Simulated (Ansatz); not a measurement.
Start from BN in the zinc blende structure (space group F-43m, No. 216; a = 3.624 Å).

The change: a hydrostatic pressure of 1.8 GPa.

Method: Ansatz (a program for electronic structure) PBE, no SOC, earlier PAW set.

Base, band edges from the VBM (valence, conduction): X -4.87, 4.46; W -6.45, 9.57; L -1.93, 10.03; Γ 0.00, 8.79; K -4.05, 6.89; U -4.05, 6.89 eV.

Question: Give the band edges at the high-symmetry points of the new zone, measured from its valence-band maximum.

Answer: 
```tsv
point	valence edge (eV)	conduction edge (eV)
Γ	0.00	8.81
X	-4.89	4.46
U	-4.07	6.91
K	-4.07	6.91
L	-1.94	10.10
W	-6.48	9.59
```

The gap is 4.46 eV, indirect, Γ → X.

Load acts through the strain it causes; cell and atoms are relaxed under it. Whether these cells are dynamically stable was not tested.
